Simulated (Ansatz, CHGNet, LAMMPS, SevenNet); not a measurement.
**Lattice constant a of CsCl-type FeCo: levels of theory against measurement**

Reference value: 2.857 Å (measured, temperature not stated, copied from a table, unchecked, no zero-point or thermal correction; as tabulated in The Canadian Mineralogist 28, 751 (1990)).

| level (code) | value (Å) | difference (%) |
|---|---|---|
| MEAM MoCoNiVFeAlCr_2nn.meam (LAMMPS) | 2.855 | -0.07 |
| CHGNet 0.3.0 (CHGNet) | 2.835 | -0.77 |
| SevenNet-0 (SevenNet) | 2.846 | -0.39 |
| SevenNet-l3i5 (SevenNet) | 2.842 | -0.53 |
| LDA (Ansatz) | 2.764 | -3.26 |
| PBE (Ansatz) | 2.844 | -0.46 |
| PBEsol (Ansatz) | 2.800 | -2.00 |

Leaving aside MEAM MoCoNiVFeAlCr_2nn.meam, which can be fitted to such values or carry a doubt: The reference's temperature isn't stated, so close values are not ranked against it. Off by more than 1.25 % (a bound picked here): LDA (-3.26 %), PBEsol (-2.00 %).

The measured value isn't corrected to a static lattice, so vibrations enter the comparison. A static lattice is as a rule a little smaller than the measured one.  Spin-polarised start: LDA, PBE, PBEsol. MEAM MoCoNiVFeAlCr_2nn.meam: the potential file covers more elements than this solid holds. LDA, PBE, PBEsol: the magnetic order was assumed, not searched for or taken from measurement. Ansatz's density-functional and Hartree–Fock values are scalar-relativistic unless marked +SOC, with PAW data made under PBE.

Empirical potentials (MEAM MoCoNiVFeAlCr_2nn.meam) are fitted to chosen data, which need not cover the solid at hand: agreement can be built in, and what lay outside the fit can be far off. Machine-learned potentials (CHGNet 0.3.0, SevenNet-0, SevenNet-l3i5) are trained on DFT data, which may include these solids.

Differences are worked out from the printed values.

Ansatz is a quantum-chemistry and plane-wave program.
